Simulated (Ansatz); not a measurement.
# Response to strain in Mg2Ge

Consider Mg$_{2}$Ge in the anti-fluorite structure (space group Fm-3m, No. 225).

```
CELL_PARAMETERS angstrom
      0.00000     3.18222     3.18222
      3.18222     0.00000     3.18222
      3.18222     3.18222     0.00000
ATOMIC_POSITIONS crystal
  Mg 0.25000 0.25000 0.25000
  Mg 0.75000 0.75000 0.75000
  Ge 0.00000 0.00000 0.00000
```

Cartesian axes are those of the cell as printed.

Strains are applied to the cell and any free atomic positions relax.

Computed with PBEsol/PAW in Ansatz (an electronic-structure program), spin-orbit coupling left out.

Candidates:
(a) tensor shear ε_xy = +1.43 %
(b) tensor shear ε_xy = +2.00 %
(c) tensor shear ε_xy = +1.14 %

Notes on the quantities. energy relative to the base: free energy F.

Q: Order them by energy relative to the base, lowest first.

A: (c) tensor shear ε_xy = +1.14 % (+1.5 meV/atom), (a) tensor shear ε_xy = +1.43 % (+2.4 meV/atom), (b) tensor shear ε_xy = +2.00 % (+4.6 meV/atom)

No phonon test of stability was made. The final runs are not spin-polarised.
